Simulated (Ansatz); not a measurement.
A stack in vacuum: 2 layers of goldene, started at parallel, no shift (facing Au atop Au, which symmetry holds and which is mostly a maximum against sliding).

Methods: PBE+D3(BJ) (plane waves to 420 eV, PAW; Ansatz, an electronic-structure program); r2SCAN (plane waves to 500 eV, PAW; Ansatz). Geometries and values that name no level are of the first. Scalar-relativistic, without spin–orbit coupling. Its k-point mesh 18×18×1, Fermi–Dirac width 0.05 eV. A dipole correction is on.

Predict its spacing and binding.


| Quantity | Value |
|---|---|
| gap between facing atomic planes | 3.09 Å |
| step of the vacuum level across the stack (top less bottom) | 0.00 eV |
| interaction energy of the frozen layers | -55.8 meV/Å² |
| interaction energy without the D3 term at this geometry | -9.2 meV/Å² |
| interaction energy at r2SCAN, without a dispersion term, at this geometry | -29.4 meV/Å² |
| work functions of the lower and upper faces | 5.35 and 5.35 eV |
